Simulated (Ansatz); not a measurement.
## Response to strain in Hf

Take Hf in the hcp (Mg type) structure (space group P6_3/mmc, No. 194; a = 3.158 Å, c = 5.004 Å; relaxed with 0.1 eV smearing) as the base. Axes: x lies along a and z along c of the hexagonal cell.

Strains are applied to the cell and any free atomic positions relax.

Level of theory: PBEsol/PAW in Ansatz (a quantum-chemistry and plane-wave program), no spin-orbit coupling.

Notes on the quantities. energy relative to the base: free energy F.

```tsv
uniaxial strain ε_zz (%)	energy relative to the base (meV/atom)
-3	13.3
-2.5	9.1
-2	5.8
-1.5	3.2
-1	?
-0.5	0.4
0	0.0
```

Problem. Fit ΔE = Aε² + Bε³ (ε in %) to the rows shown and predict the withheld row.

Solution. Least squares on the printed values gives A = 1.38 and B = -0.033 meV/atom (largest residual 0.1 meV/atom); this predicts 1.4 meV/atom, and the run gives 1.4 meV/atom, in agreement.

Whether these cells are dynamically stable was not tested. The final runs are not spin-polarised.
